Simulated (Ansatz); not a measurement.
The structure below was relaxed with PBEsol in Ansatz (plane waves to 420 eV, PAW, no SOC).

```xyz
4
Lattice="2.5984 -3.6905 0.0000 2.5984 3.6905 0.0000 0.0000 0.0000 15.8010" Properties=species:S:1:pos:R:3 pbc="T T T"
Cs     2.5984    -1.8452    13.5421
Cs     2.5984     1.8452     2.2589
Ba     2.5984    -1.8452     6.2320
Ba     2.5984     1.8452     9.5690
```

**Question.** Find the space group and the Wyckoff positions.

**Answer.** Space group Cmme (No. 67); a = 5.197 Å, b = 7.381 Å, c = 15.801 Å, α = β = γ = 90.00°

```tsv
atom	site	symmetry	x	y	z
Cs	4g	mm2	0.0000	0.7500	0.1430
Ba	4g	mm2	0.0000	0.2500	0.3944
```

Each cell is one ordered arrangement of few atoms, which overstates ordering effects compared with a random alloy. No phonon test of stability was made. The cell was made from Ba by this change: x(Cs) = 0.5, 4 atoms, Cmme.

Ansatz is a program for electronic structure.
